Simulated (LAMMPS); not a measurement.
Molecular dynamics of Ni (fcc), 4000 atoms, at 780 K and 0 GPa, heated as the crystal.

Computed with classical MD, pair style eam/alloy, file CuNi.eam.alloy (LAMMPS).

| Property | Result |
|---|---|
| state found | crystal; no diffusion seen in 30 ps |
| density | 8.6115 ± 0.0002 g/cm³ |
| volume per atom | 11.3177 ± 0.0003 Å³/atom |
| enthalpy per atom | -4.2400 ± 0.0001 eV/atom |
| first peak of g(r) | 2.49 Å, height 5.2 |
| coordination number | 12.0 (counted to 3.06 Å) |
| most common Ni-Ni-Ni angle | at the 3° bin centred on 58.5°, after smoothing over three bins (mean of all 97°) |
| mean frequency of the vibrational (phonon) density of states | 5.7 THz |
| cost | about 7 core-minutes (a rough figure) |

Potential: file CuNi.eam.alloy of the LAMMPS distribution; its header cites Onat and Durukanoglu, J Phys Cond Matt, 26, 035404 (2014).

States go by the mean squared displacement: a species diffuses where it passes 1.5 Å², still rises and gives D over 1e-6 cm²/s; a crystal has left its structure where atoms lie 0.35 Å off their sites on average or a cubic box changes its shape by 3 %, or the axial ratios of another lie 8 % off the starting cell's, which the potential's own relaxation can also do.

Uncertainties are statistical and leave out the potential's own error.

| frequency (THz) | vibrational (phonon) density of states (1/THz) |
|---|---|
| 0.07000 | 0.0000 |
| 0.3510 | 0.0004 |
| 0.6310 | 0.0028 |
| 0.9120 | 0.0058 |
| 1.192 | 0.0085 |
| 1.473 | 0.0153 |
| 1.754 | 0.0207 |
| 2.034 | 0.0274 |
| 2.314 | 0.0400 |
| 2.595 | 0.0512 |
| 2.876 | 0.0690 |
| 3.156 | 0.0887 |
| 3.437 | 0.1178 |
| 3.717 | 0.1577 |
| 3.998 | 0.1817 |
| 4.279 | 0.1953 |
| 4.559 | 0.2103 |
| 4.840 | 0.2198 |
| 5.120 | 0.2222 |
| 5.401 | 0.2101 |
| 5.681 | 0.1882 |
| 5.962 | 0.1651 |
| 6.242 | 0.1367 |
| 6.523 | 0.1126 |
| 6.803 | 0.1131 |
| 7.084 | 0.1488 |
| 7.364 | 0.1903 |
| 7.645 | 0.1938 |
| 7.926 | 0.1499 |
| 8.206 | 0.0942 |
| 8.487 | 0.0545 |
| 8.767 | 0.0339 |
| 9.048 | 0.0238 |
| 9.328 | 0.0178 |
| 9.609 | 0.0144 |
| 9.890 | 0.0119 |
| 10.17 | 0.0099 |
| 10.45 | 0.0085 |
| 10.73 | 0.0071 |
| 11.01 | 0.0060 |
| 11.29 | 0.0052 |
| 11.57 | 0.0045 |
| 11.85 | 0.0040 |
| 12.13 | 0.0036 |
| 12.41 | 0.0032 |
| 12.70 | 0.0028 |
| 12.98 | 0.0025 |
| 13.26 | 0.0021 |
| 13.54 | 0.0018 |
| 13.82 | 0.0015 |
